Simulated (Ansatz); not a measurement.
LaZnNO (model structure, started from the LaZnOP type, P4/nmm, No. 129, 8 atoms in the cell), treated with HSE06 in Ansatz (plane waves, PAW).

Run with plane-wave cutoff 460 eV, 6×6×4 k mesh (along the axes of the cell as run), Fermi–Dirac smearing 0.01 eV, scalar-relativistic PAW data made under PBE.

Cell (relaxed with PBEsol):

```
CELL_PARAMETERS angstrom
      3.75683     0.00000     0.00000
      0.00000     3.75683     0.00000
      0.00000     0.00000     8.06595
ATOMIC_POSITIONS crystal
  La 0.00000 0.50000 0.83502
  La 0.50000 0.00000 0.16498
  Zn 0.00000 0.00000 0.50000
  Zn 0.50000 0.50000 0.50000
  N  0.50000 0.00000 0.62856
  N  0.00000 0.50000 0.37144
  O  0.50000 0.50000 0.00000
  O  0.00000 0.00000 0.00000
```

Q: What does this level give for the band gap and smallest direct gap on the k points sampled?

A: 
* **band gap**: 2.87 eV
* **smallest direct gap on the k points sampled**: 2.88 eV

Note: the relaxation could raise the start's symmetry but not lower it, so the cell can be a saddle point; cell and atoms aren't relaxed at this level (largest force component 0.19 eV/Å, pressure 2.6 GPa).

Spin–orbit coupling is not included.

Computed values are for the static lattice.

A model structure was made by putting elements into a prototype or built by hand; it is no filed structure, need not be a known phase, and can be a saddle point held by its symmetry.

Ansatz is a first-principles code.
